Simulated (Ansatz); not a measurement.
# LaOF (space group R-3m, No. 166)

Space group R-3m, hexagonal axes (No. 166); a = 4.013 Å, b = 4.013 Å, c = 20.068 Å, α = 90.00°, β = 90.00°, γ = 120.00°

| atom | site | symmetry | x | y | z |
|---|---|---|---|---|---|
| La | 6c | 3m | 0.0000 | 0.0000 | 0.2582 |
| O | 6c | 3m | 0.0000 | 0.0000 | 0.3769 |
| F | 6c | 3m | 0.0000 | 0.0000 | 0.1290 |
(The calculation used a cell of 6 atoms; values per cell refer to that cell.)

Computed with plane-wave PAW DFT at the PBEsol level (Ansatz, a program for electronic structure, 420 eV), spin-orbit coupling left out. Γ-centred 10×10×10 mesh, Fermi–Dirac width 0.05 eV.

```yaml
volume_per_atom: 15.55 Å³
density: 6.19 g/cm³
band_gap: "4.22 eV (uncertain: the edges found on the path are not clean extrema)"
total_energy: -2509.620 eV/atom (σ→0; compares only within this code and set-up)
```

Stability against distortions was not tested.
